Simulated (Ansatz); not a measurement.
A W6S6 chain, relaxed period 4.342 Å, atoms relaxed at each strain.

```json
[
 {"strain": "-0.015", "energy (meV a period)": "+72.0", "axial force (nN)": "-3.62"},
 {"strain": "+0.015", "energy (meV a period)": "+69.4", "axial force (nN)": "+3.32"}
]
```

Calculation: PBE+D3(BJ) (plane waves to 420 eV, PAW; Ansatz, a first-principles code). Mesh 1×1×68. No spin polarisation, so a magnetic state wasn't tested. Periodic along z alone, with about 11 Å of vacuum beside it. A hypothetical model. It keeps the symmetry and period of its start, so it need not be a minimum against all distortions. Values not marked SOC lack spin–orbit coupling. Buckling under compression is shut out by symmetry and the short period. Energies are free energies at a Fermi–Dirac width of 0.02 eV, from the unstrained cell.

**Question.** Work out the axial stiffness dF/dε in two ways.

**Answer.** From the forces: (+3.32 − (-3.62))/0.030 = 231 nN. From the energies: (E₊ + E₋)/(ε² c) = 0.1414 eV/(0.015² × 4.342 Å) = 144.7 eV/Å = 232 nN. The two agree to within 1 %.
